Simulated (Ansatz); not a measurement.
Defect: interstitial Li in silicon with all lengths changed by -1 %, charge state +1. All values below come from PBE, PAW (plane waves to 420 eV; Ansatz, a program for electronic structure).

Settings: 64 host sites, the strained lattice (strain from the relaxed PBE one, atoms relaxed), a 2×2×2 k-point mesh shifted by half a step, smearing 0.01 eV, spin-restricted, no image-charge correction. Static, classical nuclei. The charge state is imposed; whether it is stable for some Fermi level was not computed. Sites that were not tried may lie lower.

Barriers: single points on a 3×3×3 k-point mesh shifted by half a step at the bands' geometries.

The step: Li moves alone to another site. Atoms about the jump, Cartesian Å from the middle of the jump, before and after:

```json
[
 {"atom": "Li1", "x0": "-0.68", "y0": "0.68", "z0": "0.67", "x1": "0.68", "y1": "-0.68", "z1": "-0.67"},
 {"atom": "Si2", "x0": "-2.08", "y0": "-0.73", "z0": "-0.73", "x1": "-2.05", "y1": "-0.68", "z1": "-0.68"},
 {"atom": "Si3", "x0": "-0.68", "y0": "-2.05", "z0": "0.68", "x1": "-0.73", "y1": "-2.08", "z1": "0.73"},
 {"atom": "Si4", "x0": "-0.68", "y0": "0.67", "z0": "-2.05", "x1": "-0.73", "y1": "0.72", "z1": "-2.08"},
 {"atom": "Si5", "x0": "2.04", "y0": "0.67", "z0": "0.67", "x1": "2.08", "y1": "0.72", "z1": "0.73"},
 {"atom": "Si6", "x0": "0.72", "y0": "2.08", "z0": "-0.73", "x1": "0.67", "y1": "2.04", "z1": "-0.67"},
 {"atom": "Si7", "x0": "0.72", "y0": "-0.73", "z0": "2.08", "x1": "0.67", "y1": "-0.68", "z1": "2.05"},
 {"atom": "Si8", "x0": "2.03", "y0": "-2.04", "z0": "-2.03", "x1": "2.08", "y1": "-2.08", "z1": "-2.08"},
 {"atom": "Si9", "x0": "-2.08", "y0": "2.08", "z0": "2.08", "x1": "-2.04", "y1": "2.03", "z1": "2.03"},
 {"atom": "Si10", "x0": "0.68", "y0": "-3.39", "z0": "-0.68", "x1": "0.68", "y1": "-3.40", "z1": "-0.68"},
 {"atom": "Si11", "x0": "0.68", "y0": "-0.68", "z0": "-3.39", "x1": "0.67", "y1": "-0.68", "z1": "-3.40"},
 {"atom": "Si12", "x0": "3.38", "y0": "-0.69", "z0": "-0.68", "x1": "3.40", "y1": "-0.68", "z1": "-0.68"},
 {"atom": "Si13", "x0": "-3.40", "y0": "0.68", "z0": "0.68", "x1": "-3.39", "y1": "0.68", "z1": "0.68"},
 {"atom": "Si14", "x0": "-0.68", "y0": "0.67", "z0": "3.40", "x1": "-0.68", "y1": "0.68", "z1": "3.39"},
 {"atom": "Si15", "x0": "-0.68", "y0": "3.40", "z0": "0.68", "x1": "-0.69", "y1": "3.38", "z1": "0.68"}
]
```

Task: Where do these atoms stand at the saddle point, and how high is it?

Result: 
| atom | x | y | z |
|---|---|---|---|
| Li1 | 0.00 | 0.01 | 0.00 |
| Si2 | -2.11 | -0.72 | -0.73 |
| Si3 | -0.72 | -2.11 | 0.72 |
| Si4 | -0.72 | 0.73 | -2.11 |
| Si5 | 2.11 | 0.73 | 0.72 |
| Si6 | 0.73 | 2.12 | -0.73 |
| Si7 | 0.73 | -0.72 | 2.11 |
| Si8 | 2.01 | -2.00 | -2.01 |
| Si9 | -2.01 | 2.01 | 2.01 |
| Si10 | 0.67 | -3.39 | -0.67 |
| Si11 | 0.67 | -0.66 | -3.39 |
| Si12 | 3.39 | -0.66 | -0.67 |
| Si13 | -3.39 | 0.67 | 0.67 |
| Si14 | -0.67 | 0.67 | 3.39 |
| Si15 | -0.67 | 3.40 | 0.67 |
It lies 0.64 eV above the start and 0.64 eV above the end. The saddle point's order was not checked, and it lies on a symmetry element of the cell, where a band can be held.
